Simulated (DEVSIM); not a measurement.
Structure: Si n-i-p diode, at 250 K.

```csv
layer (left to right),material,thickness (μm),Nd (cm⁻³),Na (cm⁻³),τn (s),τp (s)
1,Si,0.210,9.1e18,-,5.5e-5,5.5e-5
2,Si,11.0,-,1.2e11,5.5e-5,5.5e-5
3,Si,1.80,-,4e18,5.5e-5,5.5e-5
```

Left contact: ohmic. Right contact: ohmic. Voltage is applied to the left contact. Recombination: SRH at mid-gap. Mobility is μmin + (μ − μmin)/(1 + (N/Nref)^α).

Constants are typed, rounded textbook-type inputs, not results; the design itself was drawn at random and stands for no fabricated device. Values at 300 K; Nc and Nv go as T^1.5, mobilities as T to minus their exponent, the gap by Varshni's rule with the affinity fixed.

| parameter | Si |
|---|---|
| gap (eV) | 1.124 |
| affinity (eV) | 4.05 |
| permittivity | 11.7 |
| Nc (cm⁻³) | 2.86e19 |
| Nv (cm⁻³) | 3.1e19 |
| μn (cm²/Vs) | 1417 |
| μp (cm²/Vs) | 470 |
| μn,min | 52 |
| μp,min | 45 |
| Nref,n | 9.7e16 |
| Nref,p | 2.2e17 |
| αn | 0.68 |
| αp | 0.72 |
| T exponent of μn | 2.3 |
| T exponent of μp | 2.2 |
| Varshni α (eV/K) | 0.000473 |
| Varshni β (K) | 636 |

DEVSIM, 1D drift-diffusion, Boltzmann statistics, complete ionisation; no tunnelling, impact ionisation, image-force lowering or self-heating.

**Question.** Tabulate band edges, carrier densities and field at zero bias.

**Answer.** Energies count from the Fermi level of the right contact; mesh points crowd at the junctions.

```csv
x (μm),Ec (eV),Ev (eV),n (cm⁻³),p (cm⁻³),field (V/cm)
0.000,0.019,-1.117,9.1e18,< 1e2,≈ 0
0.03519,0.019,-1.117,9.1e18,< 1e2,≈ 0
0.1050,0.019,-1.117,9.1e18,< 1e2,≈ 0
0.1770,0.019,-1.117,9.1e18,< 1e2,≈ 0
0.2207,0.108,-1.028,1.4e17,< 1e2,31000
0.2781,0.179,-0.957,5.4e15,< 1e2,6100
0.4206,0.226,-0.910,5.9e14,< 1e2,2100
1.048,0.294,-0.842,2.6e13,250,720
2.471,0.382,-0.755,4.4e11,14000,590
5.930,0.582,-0.554,4.0e7,1.6e8,580
9.234,0.772,-0.365,6100,1.1e12,580
10.69,0.867,-0.270,< 1e2,8.7e13,950
11.03,0.914,-0.222,< 1e2,8.0e14,2400
11.15,0.963,-0.173,< 1e2,7.6e15,7100
11.21,1.091,-0.045,< 1e2,2.9e18,35000
11.26,1.098,-0.038,< 1e2,4.0e18,≈ 0
11.36,1.098,-0.038,< 1e2,4.0e18,≈ 0
11.63,1.098,-0.038,< 1e2,4.0e18,≈ 0
12.48,1.098,-0.038,< 1e2,4.0e18,≈ 0
12.82,1.098,-0.038,< 1e2,4.0e18,≈ 0
12.95,1.098,-0.038,< 1e2,4.0e18,≈ 0
13.01,1.098,-0.038,< 1e2,4.0e18,≈ 0
```
